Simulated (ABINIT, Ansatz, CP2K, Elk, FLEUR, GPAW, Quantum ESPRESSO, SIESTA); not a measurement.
## One structure in several programs: a sheet of PtS2 (3 atoms in the cell)

Self-consistent single point.

```
CELL_PARAMETERS angstrom
      3.35403     0.00000     0.00000
     -1.67701     2.90467     0.00000
      0.00000     0.00000    16.79262
ATOMIC_POSITIONS crystal
  Pt 0.00000 0.00000 0.50000
  S  0.33333 0.66667 0.58315
  S  0.66667 0.33333 0.41685
```

All programs got the same cell, k-point mesh and kind of occupations (in Ansatz's words: kpoints.mp_grid.grid = 11 11 1; scf.occupations.method = fermi_dirac; scf.occupations.width = 0.1 eV); potentials, basis and cutoffs are each program's usual ones.

```csv
code,model,largest force (eV/Å),gap on the mesh (eV),k-points,cutoff
GPAW,"PBE, GPAW PAW datasets PBE (gpaw-data 1.0.1)",0.438,–,16,600 eV
Elk,"PBE, all-electron FP-LAPW, Elk's shipped species files, default APW+lo basis",–,1.440,16,default
SIESTA,"GGA PBE, numerical atomic orbitals DZP, PseudoDojo PBE standard norm-conserving potentials (rewritten from UPF to PSML)",0.049,1.340,61,grid 300 Ry
Quantum ESPRESSO,"PBE, SSSP 1.1.2 efficiency (PBE) pseudopotentials",0.490,1.435,16,40 Ry
FLEUR,"PBE, all-electron FLAPW (FLEUR, film geometry), scalar-relativistic valence",0.523,1.439,16,Kmax 4.1 1/bohr
CP2K,"PBE, GPW, DZVP-MOLOPT-SR-GTH basis, GTH-PBE potentials (GTH_POTENTIALS)",0.445,1.496,61,grid 500 Ry
ABINIT,"PBE, PAW (JTH v2.0 PBE PAW)",0.390,1.396,16,21 Ha
Ansatz,"PBE, default PAW files",0.478,1.439,16,420 eV
```

A dash marks a value that a program does not give, or that is left out as unsure.

No gap is tabulated for GPAW: it is not read from that output, or partly filled or unconverged empty levels leave it unsure.

Gaps are read on the mesh. Another mesh or the band path gives a smaller gap, so these values are not converged in the mesh.

The spread over the programs that give each value: largest force within 0.474 eV/Å; gap on the mesh within 0.156 eV.

The starting cell was generated: these elements placed on a structure prototype, without a prior relaxation; it need not be a known phase or ordering of this composition. Its lattice was rescaled in the plane by a random factor within 2.5 % of one. On Ansatz's run: Spin-orbit coupling is off. Another mesh or the band path of this cell gives a smaller gap, so this value is not converged in the mesh.

**Question.** Why do the programs differ, and what cannot be compared?

**Answer.** Differences of this kind can come from the potentials, where these differ, and from what each basis and cutoff leave unconverged. The valence holds different numbers of electrons (GPAW 28, SIESTA 30, Quantum ESPRESSO 28, FLEUR 28, CP2K 30, ABINIT 22, Ansatz (an electronic-structure program) 30). The zero of total energies and Fermi levels follows the potentials and each program's conventions, so they are not compared here. SIESTA and CP2K use small atom-centred bases, whose incompleteness enters pressures, forces and empty levels differently from a plane-wave cutoff. Elk and FLEUR treat all electrons, but the usual bases taken here (sphere radii, linearisation, local orbitals, empty states) were not tested for convergence, so the values are no reference for the others. The programs reduce the same mesh by symmetry to different extents, which changes the work and not the result. In the force vectors, SIESTA (by 0.409) lies more than 0.08 eV/Å from the median of the plane-wave programs.

Keys are those of Ansatz 0.2.
